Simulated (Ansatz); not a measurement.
Ansatz (an electronic-structure program) run on Li₃Ni (P1, 4 atoms in the cell): self-consistent single point.

Computed with PBEsol, PAW files made with PBE (plane waves; Ansatz).

The change in words: atoms moved at random. Reference geometry:
```xyz
4
Lattice="-1.9049 1.9049 3.7880 1.9049 -1.9049 3.7880 1.9049 1.9049 -3.7880" Properties=species:S:1:pos:R:3 pbc="T T T"
Li     0.0000     1.9049     1.8940
Li     1.9049     0.0000     1.8940
Li     0.0000     0.0000     3.7880
Ni     0.0000     0.0000     0.0000
```

Reference input (self-consistent single point, DFT, PBEsol, plane waves, PAW files made with PBE): kpoints.mp_grid.grid = 12 12 12; hamiltonian.xc = pbesol; hamiltonian.pseudopotentials = {kind: paw} (the program's default PAW files); scf.occupations.method = fermi_dirac; scf.occupations.width = 0.136 eV. This run's input differs from it in these lines:

Ansatz 0.2 input:
```diff
@@ -6,6 +6,6 @@
   atoms:
-    - { symbol: Li, position: [0.750000, 0.250000, 0.500000] }
-    - { symbol: Li, position: [0.250000, 0.750000, 0.500000] }
-    - { symbol: Li, position: [0.500000, 0.500000, 0.000000] }
-    - { symbol: Ni, position: [0.000000, 0.000000, 0.000000] }
+    - { symbol: Li, position: [0.778807, 0.241892, 0.523572] }
+    - { symbol: Li, position: [0.234381, 0.743963, 0.475821] }
+    - { symbol: Li, position: [0.490437, 0.490245, -0.003686] }
+    - { symbol: Ni, position: [-0.003625, 0.023900, 0.004294] }
 kpoints:
```

Output, abridged:

```
SCF iter   1: F=—  HF=-6413.435330 eV  |F-HF|=—  |Δ(HF+E_count)|=         —  Δρ=3.94e-2  dr2=4.99e-1  ethr=3.10e-3  ⟨swp⟩=3.2  Hψ=62565  notcnv=0
all-band conjugate gradients solve this SCF's bands
preconditioner: auto → Kerker (q_TF=auto, 2.423 Å⁻¹)
SCF iter   2: F=—  HF=-6413.371344 eV  |F-HF|=—  |Δ(HF+E_count)|=   6.40e-2  Δρ=2.03e-2  dr2=1.63e-1  ethr=1.85e-3  ⟨swp⟩=2.0  Hψ=25619  notcnv=0
   [... lines left out ...]
SCF iter   5: F=—  HF=-6413.361679 eV  |F-HF|=—  |Δ(HF+E_count)|=   1.38e-4  Δρ=6.84e-4  dr2=3.09e-4  ethr=3.51e-6  ⟨swp⟩=1.0  Hψ=15626  notcnv=0
SCF iter   6: F=—  HF=-6413.361643 eV  |F-HF|=—  |Δ(HF+E_count)|=   3.57e-5  Δρ=2.38e-4  dr2=4.67e-5  ethr=1.15e-6  ⟨swp⟩=1.0  Hψ=15624  notcnv=0
SCF iter   7: F=—  HF=-6413.361644 eV  |F-HF|=—  |Δ(HF+E_count)|=   1.47e-6  Δρ=5.41e-5  dr2=1.27e-6  ethr=1.73e-7  ⟨swp⟩=1.8  Hψ=20011  notcnv=0
SCF iter   8: F=-6413.361644 eV  HF=-6413.361644 eV  |F-HF|=1.58e-8  |Δ(HF+E_count)|=   4.02e-7  Δρ=1.09e-5  dr2=6.47e-8  ethr=3.70e-10  ⟨swp⟩=3.0  Hψ=66909  notcnv=0
SCF 1 converged in 8 iterations: F = -6413.361644 eV  dr2 = 6.47e-8
Free energy (F): -6413.361644 eV
Internal energy: -6413.244773 eV  (E = F + TS)
E sigma→0 (E₀):  -6413.303208 eV
Entropy (-TS):   -0.116871 eV (-29.218 meV/atom)
Fermi energy:    4.802017 eV
--- Forces (eV/Å), atoms counted from 1 ---
  atom   1  Li     0.05067847    -0.53457516    -0.00495632
  atom   2  Li     0.09150772     0.34509482    -0.04260128
  atom   3  Li     0.05273136     0.02353172     0.20225091
  atom   4  Ni    -0.19493061     0.16596038    -0.15470794
--- Stress (GPa, compression-positive) ---
       -0.146415       0.026021       0.033502
        0.026021      -0.500318       0.555973
        0.033502       0.555976      -0.940523
  P = ⅓ Tr σ = -0.5291 GPa (-5.291 kbar)
  The stress holds the Pulay correction. Without it, at fixed plane waves, as pw.x and ABINIT print it: P = -0.5411 GPa
```

The run converged in 8 iterations. Against the reference run the free energy rises by 15.8 meV/atom, the pressure goes from -0.78 to -0.53 GPa and the largest force goes from 0.000 to 0.537 eV/Å.

The starting cell comes from a database of computed structures (which also holds hypothetical and non-ambient phases and stackings), without a prior relaxation at this level. For this run, on top of that: atoms moved at random. Spin polarisation is off. Ansatz's pressure includes its estimate of the finite-basis (Pulay) stress.

Cost on one core of a shared machine: roughly 40 s.
